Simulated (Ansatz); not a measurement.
Structures of equal composition on the (110) surface of bcc Nb: a layer of Re in place of the second plane; a layer of Re in place of the third plane. The slabs share one bottom face, and each structure is named by its start. These are constructed structures in small cells; real faces may alloy, dewet or reconstruct in larger ones, and not all known structures of the face are among them. Slabs of about 11 Å with all that they carry, Fermi-Dirac smearing of 0.1 eV. Bottom of the slabs: a bare face, its two planes held. Relaxed from the named starts with such symmetry as they have, on meshes of like density; energies extrapolated to zero smearing; no spin-orbit coupling, no U. Spin-polarised runs, if any, are marked in brackets, and their order is one that fits the cell; the others ran without spin.

Method: PBE (plane waves to 420 eV, PAW; Ansatz, a program for electronic structure).

### Question
Put the candidates in order of energy per 1x1 cell, lowest first, for PBE.

### Answer
a layer of Re in place of the third plane (0.000 eV), a layer of Re in place of the second plane (0.199 eV)
